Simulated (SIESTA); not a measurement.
## Short convergence ladders for TaN (P31m, 6 atoms in the cell)

```xyz
6
Lattice="5.2345 0.0000 0.0000 -2.6173 4.5332 0.0000 0.0000 0.0000 2.9293" Properties=species:S:1:pos:R:3 pbc="T T T"
Ta     0.0000     0.0000     0.0500
Ta     0.0000     3.0222     1.4647
Ta     2.6173     1.5111     1.4647
N      2.0540     0.0000     0.0000
N      1.5903     2.7544     0.0000
N     -1.0270     1.7788     0.0000
```

Base method: GGA PBEsol, numerical atomic orbitals DZP, PseudoDojo PBEsol standard norm-conserving potentials (rewritten from UPF to PSML) in SIESTA 5.4.2.

Base settings: XC.functional = GGA; XC.authors = PBEsol; potentials = PseudoDojo PBEsol standard; PAO.BasisSize = DZP; PAO.EnergyShift = 0.01 Ry; MeshCutoff = 300 Ry; kgrid.MonkhorstPack = 3 3 4; OccupationFunction = FD; ElectronicTemperature = 0.1 eV; MaxSCFIterations = 150.

Core times come from one kind of shared machine, to one figure; runs under 30 s give none.

**The cutoff of the real-space grid**

The second cell is the first with its lattice scaled by 0.98.

The mesh stays at the base's, so the ladder's end is converged at best in this setting alone.

Only quantities that move along the ladder and can be compared are tabulated.

```tsv
MeshCutoff	free energy less the last step's (meV/atom)	energy of the compressed cell less the first (meV/atom)	pressure (GPa)	largest difference of a force vector from the last step's (eV/Å)	core time / last (rough)
120 Ry (121 Ry used)	-6.93	11.04	-7.22	0.027	–
135 Ry (138 Ry used)	-4.52	10.46	-7.58	0.005	–
165 Ry (174 Ry used)	-2.28	10.02	-7.51	0.001	–
210 Ry (215 Ry used)	-1.26	10.38	-7.49	0.003	–
270 Ry (290 Ry used)	-0.50	10.27	-7.45	0.001	0.4
300 Ry (310 Ry used)	-0.49	10.25	-7.34	0.002	–
360 Ry (392 Ry used)	-0.27	10.35	-7.47	0.002	0.6
720 Ry (742 Ry used)	0.00	10.24	-7.42	0.000	1
```

Coarsest MeshCutoff that holds the pressure within 0.1 GPa: not settled: the last two steps still differ by 0.05 GPa, over half the tolerance, so the ladder does not show it.

Coarsest MeshCutoff that holds the free energy within 5 meV/atom of the last step, with all finer ones: 135 Ry (138 Ry used); the step before is off by 6.9 meV/atom.

Coarsest MeshCutoff that holds the forces within 0.01 eV/Å of the last step, with all finer ones: 135 Ry (138 Ry used); the step before is off by 0.027 eV/Å.

The energy difference between the two cells stays within 1 meV/atom of the last step's from 120 Ry on, the total only from 270 Ry on: much of the error is common to both cells and cancels.

**The setting basis size**

Level: DFT, GGA PBEsol, numerical atomic orbitals TZP, PseudoDojo PBEsol standard norm-conserving potentials (rewritten from UPF to PSML).

Moved along: PAO.BasisSize.

The second cell is the first with its lattice scaled by 0.98.

The mesh stays at the base's, so the ladder's end is converged at best in this setting alone.

The sets are ordered by size and need not be nested.

Only quantities that move along the ladder and can be compared are tabulated.

| basis (functions) | energy of the compressed cell less the first (meV/atom) | pressure (GPa) | largest difference of a force vector from the last step's (eV/Å) |
|---|---|---|---|
| SZ (42) | -55.59 | -23.07 | 0.314 |
| SZP (66) | 10.76 | -7.62 | 0.105 |
| DZ (72) | -10.32 | -12.64 | 0.051 |
| DZP (96) | 10.25 | -7.34 | 0.006 |
| TZP (126) | -4.41 | -10.43 | 0.000 |

Coarsest basis (functions) that holds the pressure within 1 GPa: not settled: the last two steps still differ by 3.1 GPa, over half the tolerance, so the ladder does not show it.

Coarsest basis (functions) that holds the forces within 0.02 eV/Å of the last step, with all finer ones: DZP (96); the step before is off by 0.051 eV/Å.

Coarsest basis (functions) that holds the energy of the compressed cell less the first within 2 meV/atom: not settled: the last two steps still differ by 15 meV/atom, over half the tolerance, so the ladder does not show it.

On the base run: the starting cell comes from a database of computed structures (which also holds hypothetical and non-ambient phases and stackings), without a prior relaxation at this level. Its lattice was rescaled by up to half a per cent. One atom was moved a little off its site on purpose. Spin polarisation is off. Values carry the incompleteness of an atom-centred basis. In the base run, with a pressure of about -7 GPa the cell is away from its equilibrium volume at this level. Without a gap this mesh is coarse (it stands for a supercell whose shortest vector is 12 Å).

Left out of this page: 1 run of the series failed or unconverged; 1 run of the series outside the window shown, repeating another row's setting, or not comparable.
